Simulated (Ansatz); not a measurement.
Base system: TlBr in the CsCl type structure (space group Pm-3m, No. 221).

```
CELL_PARAMETERS angstrom
      3.83953     0.00000     0.00000
      0.00000     3.83953     0.00000
      0.00000     0.00000     3.83953
ATOMIC_POSITIONS crystal
  Tl 0.00000 0.00000 0.00000
  Br 0.50000 0.50000 0.50000
```

Cartesian axes are those of the cell as printed.

Calculations: Ansatz (a quantum-chemistry and plane-wave program) LDA, scalar-relativistic without spin-orbit coupling.

Strains are applied to the cell and any free atomic positions relax; under biaxial strain the out-of-plane vector relaxes too.

One change was made to it. Results:

| quantity | base | after |
|---|---|---|
| electron mass | 0.12 mₑ along k, 0.19 mₑ across (at X) | 0.15 mₑ along k, 0.47 mₑ across (at R) |
| band gap | 1.37 eV | 1.21 eV |

Which of these changes matches the shifts?
A) biaxial strain −2.08 %, plane normal [111], relaxed out of plane
B) biaxial strain −0.83 %, plane normal [111], relaxed out of plane
C) biaxial strain +2.08 %, plane normal [111], relaxed out of plane
D) biaxial strain −0.42 %, plane normal [111], relaxed out of plane
E) biaxial strain −2.50 %, plane normal [111], relaxed out of plane

A, biaxial strain −2.08 %, plane normal [111], relaxed out of plane. For comparison, the band gap in the other runs: biaxial strain −2.50 %, plane normal [111], relaxed out of plane gives 1.15 eV; biaxial strain +2.08 %, plane normal [111], relaxed out of plane gives 1.42 eV; biaxial strain −0.42 %, plane normal [111], relaxed out of plane gives 1.35 eV; biaxial strain −0.83 %, plane normal [111], relaxed out of plane gives 1.34 eV.

Spin-orbit coupling, missing from the scalar runs, can matter with Tl. Masses are band curvatures over ±0.01 Å⁻¹ around the edge. Along k means along the line from Γ to the band edge. Stability against distortions was not tested.
